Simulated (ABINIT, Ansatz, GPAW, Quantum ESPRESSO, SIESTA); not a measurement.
Code comparison for Cd (P6_3/mmc, 4 atoms in the cell)

Self-consistent single point.

```
Cd
1.0
    3.18870     0.00000     0.00000
   -1.59435     2.76150     0.00000
    0.00000     0.00000    10.25967
Cd
4
Direct
  0.00000   0.00000   0.00000
  0.00000   0.00000   0.50000
  0.33333   0.66667   0.25000
  0.66667   0.33333   0.75000
```

Shared settings, as Ansatz (an electronic-structure program) writes them: kpoints.mp_grid.grid = 5 5 2; scf.occupations.method = gaussian; scf.occupations.width = 0.0073 Ry. Potentials and cutoffs stand in the table.

```
code                                                                                                                                model  pressure (GPa)       cutoff
----------------  -----------------------------------------------------------------------------------------------------------------------  --------------  -----------
SIESTA            GGA PBE, numerical atomic orbitals TZP, PseudoDojo PBE standard norm-conserving potentials (rewritten from UPF to PSML)           -2.84  grid 300 Ry
GPAW                                                                                         PBE, GPAW PAW datasets PBE (gpaw-data 1.0.1)           -1.10       550 eV
ABINIT                                                                                                        PBE, PAW (JTH v2.0 PBE PAW)           -0.65        20 Ha
Quantum ESPRESSO                                                                           PBE, GBRV 1.5 ultrasoft (PBE) pseudopotentials           -0.83        40 Ry
Ansatz                                                                                                             PBE, default PAW files           -0.57      default
```

The spread over the programs that give each value: pressure within 2.27 GPa.

SIESTA uses small atom-centred bases, whose incompleteness enters pressures, forces and empty levels differently from a plane-wave cutoff. Ansatz's pressure is given at a fixed set of plane waves, as the other plane-wave codes print theirs; with its correction for the finite basis it is -0.51 GPa. In the pressure, SIESTA (by 2.10) lies more than 1 GPa from the median of the plane-wave programs.

On the base mesh (8 8 3) the same programs gave: Ansatz pressure -0.09 GPa; Quantum ESPRESSO pressure -0.35 GPa; ABINIT pressure -0.17 GPa; GPAW pressure -0.62 GPa; SIESTA pressure -2.36 GPa.

The values differ from the base mesh's, so the mesh still matters here: the table compares the programs at equal settings.

The starting cell was generated: these elements placed on a structure prototype, without a prior relaxation; it need not be a known phase or ordering of this composition. Its lattice was rescaled by a random factor within 2.5 % of one.

Left out of this page: CP2K (on another mesh); FLEUR (with a known weakness of the program).

Keys are those of Ansatz 0.2.
